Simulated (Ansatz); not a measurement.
The starting structures come from a database of crystals and need not be the phases stable at ambient conditions.

Tunnelling through a barrier is set by its complex band structure: the current falls as exp(−2κd) with the smallest κ.

Consider the following.

```
CuI
1.0
    4.25374     0.00000     0.00000
   -0.00454     6.01583     0.00000
    0.00000     0.00000     8.51186
Cu I
4 4
Direct
  0.54233   0.26698   0.62640
  0.04233   0.76698   0.37360
  0.53041   0.26958   0.12392
  0.03041   0.76958   0.87608
  0.04140   0.01707   0.62483
  0.54140   0.51707   0.37517
  0.03166   0.01928   0.12526
  0.53166   0.51928   0.87474
```

Space group of this cell: Pc. The cell is taken as given.

Transport runs along the normal of the first two printed cell vectors.

The gap is the functional's own, uncorrected, and κ follows it; spin-orbit coupling is left out. Mid-gap values are interpolated between the computed energies.

Task: State the band gap and the smallest decay constant κ at mid-gap according to r2SCAN (Ansatz, an electronic-structure program).

Result: Gap 1.68 eV on a 8×6×4 mesh; κ = 0.143 1/Å, at the zone centre.
